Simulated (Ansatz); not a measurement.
Subject: the energy of the reaction as written. Reaction: 2 C (graphite) + 1/2 N2 (gas) → cell A. Negative: the products are lower in energy.

Cell A: a layer of C (graphite, P6₃/mmc), 3 atoms, hexagonal cell of 2.46 Å (5.3 Å²), symmetry Cmm2 within 0.02 Å, 1.3 Å thick under 16 Å of vacuum, in-plane vectors held at the crystal's; planes from bottom to top: C2 | N, its two faces unlike (dipole correction applied); added, foreign or displaced atoms, above the top plane: N bound to 2 C at 1.47 Å; spin state with PBE: no moments, k-point mesh 14×14×1.
```
CELL_PARAMETERS angstrom
      2.46499     0.00000     0.00000
     -1.23250     2.13474     0.00000
      0.00000     0.00000    17.09333
ATOMIC_POSITIONS crystal
  C  0.00528 0.00264 0.46415
  C  0.66138 0.33069 0.46415
  N  0.33333 0.16667 0.53972
```

Reference: C (graphite, P6₃/mmc), 4 atoms in the cell, the relaxed perfect crystal repeated, atoms not moved again, k-point mesh 14×14×4 on the run's own vectors.

Reference: an isolated N2 molecule (singlet) in a box of 11 × 11 × 13 Å.

All numbers come from Ansatz (a quantum-chemistry and plane-wave program), plane waves with PAW, its default PAW set, cutoff 420 eV, 500 eV for r2SCAN. The structures are at rest with PBE+D3(BJ), within the held lattices; other levels are single points on them. Neutral cells; Fermi-Dirac smearing of at most 0.05 eV in the solids, energies taken to zero width. The lattices are those relaxed with PBE+D3(BJ), so at other levels the solids can be strained, which adds to the spread. A dispersion term (D3(BJ), or D4 for r2SCAN) was computed beside these levels and is taken off wherever the name lacks it. Nuclei at rest; no vibrational terms. Values are for these cell sizes. Cell A has symmetry Cmm2 within 0.02 Å and got no random move, so less symmetric positions, which may lie lower, weren't tried.

Problem. Give the value at the level r2SCAN.

Solution. 4.62 eV, for 2 C (graphite) + 1/2 N2 (gas) → cell A.

Problem. List the value at the remaining levels and say how far they part.

Solution. 
```
Method      value (eV)  less r2SCAN
----------  ----------  -----------
PBE               4.48        -0.14
PBE+D3(BJ)        4.50        -0.12
r2SCAN+D4         4.64         0.02
```

The levels shown span 0.16 eV, from PBE (4.48) to r2SCAN+D4 (4.64).
